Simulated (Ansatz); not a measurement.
Base system: BaTiHO₂ (space group P4/mmm, No. 123; a = 4.046 Å, c = 3.986 Å; ferromagnetic; a hypothetical phase, not in the database extracts checked).

(Cell as relaxed with PBE.)

Levels (all Ansatz, a quantum-chemistry and plane-wave program, PAW): PBE (420 eV, scalar-relativistic without spin-orbit coupling); PBEsol (420 eV, spin-orbit coupling left out).

Each level relaxes its own structure.

```json
[
 {"quantity": "volume per atom", "PBE": "13.05 Å³", "PBEsol": "[?]"},
 {"quantity": "lattice parameter a", "PBE": "4.046 Å", "PBEsol": "[?]"},
 {"quantity": "lattice parameter c", "PBE": "3.986 Å", "PBEsol": "[?]"},
 {"quantity": "band gap", "PBE": "zero", "PBEsol": "[?]"},
 {"quantity": "magnetic state", "PBE": "ferromagnetic", "PBEsol": "[?]"},
 {"quantity": "largest site moment", "PBE": "0.49 μB", "PBEsol": "[?]"}
]
```

### Question
Predict the PBEsol column.

### Answer

- volume per atom, PBEsol: 12.49 Å³
- lattice parameter a, PBEsol: 3.994 Å
- lattice parameter c, PBEsol: 3.914 Å
- band gap, PBEsol: zero
- magnetic state, PBEsol: ferromagnetic
- largest site moment, PBEsol: 0.35 μB

PBE's volume per atom lies 0.566 Å³ above PBEsol's (4.5 %); PBE's lattice parameter a lies 0.052 Å above PBEsol's (1.3 %); PBE's lattice parameter c lies 0.072 Å above PBEsol's (1.8 %); PBE's largest site moment lies 0.14 μB above PBEsol's; the two agree on the band gap and magnetic state. Neither level is exact; PBEsol is the comparison here, not a measurement.

The magnetic state is the one reached from the starting moments; the real material's order can differ, and small cells can't hold many antiferromagnetic ones. No phonon test of stability was made. No Hubbard U is applied, and correlation can decide whether such a compound is a metal.
